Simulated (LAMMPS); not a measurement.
LAMMPS 22 Jul 2025, classical MD, EAM (W_zhou.eam.alloy): W, 5488 atoms.

| Property | Value |
|---|---|
| task | MD, nve |
| potential | EAM, W_zhou.eam.alloy |
| copies of the repeat unit | 14×14×14 |
| shape (slab and sphere leave vacuum in the box) | bulk |
| neighbor skin | 2 Å |
| neigh_modify | every 1 delay 0 check yes |
| newton | on (default) |
| atom_modify sort (bins of 2 Å where set) | 1000 (default) |
| comm_style | brick (default) |
| box | 44.3 × 44.3 × 44.3 Å |
| start | generated bcc lattice, warmed in an untimed run |

All runs start from one configuration, warmed at this fixed volume for 1000 steps under a thermostat at 1200 K. The run at the shortest step has a mean temperature of 1200 K and a mean pressure of 4.3 GPa.

Each run covers about 2.0 ps at constant energy (mean temperature 1200 K at the shortest step); σ is the standard deviation over the printed steps. One run each, on a shared machine, so no times are given.

Steps tried: 0.5 fs, 1 fs, 2 fs, 2.5 fs, 4 fs, 5 fs, 8 fs, 10 fs, 16 fs, 20 fs, 32 fs.

Problem. Up to which step does the ratio σ(E total)/σ(E kinetic) stay under 10 %, and what happens beyond?

Solution. 16 fs.

```tsv
time step	σ(E total)/σ(E kinetic)	last minus first total energy (meV/atom)	mean temperature (K)
0.5 fs	0.00019	under 0.001	1200
1 fs	0.0010	−0.0038	1200
2 fs	0.0032	−0.017	1200
2.5 fs	0.0024	−0.014	1200
4 fs	0.0054	+0.0018	1200
5 fs	0.0068	−0.021	1200
8 fs	0.017	−0.028	1190
10 fs	0.027	−0.037	1190
16 fs	0.073	+0.43	1170
20 fs	0.13	+1.3	1140
32 fs	2.3	+65	1130
```

The bar is a choice.
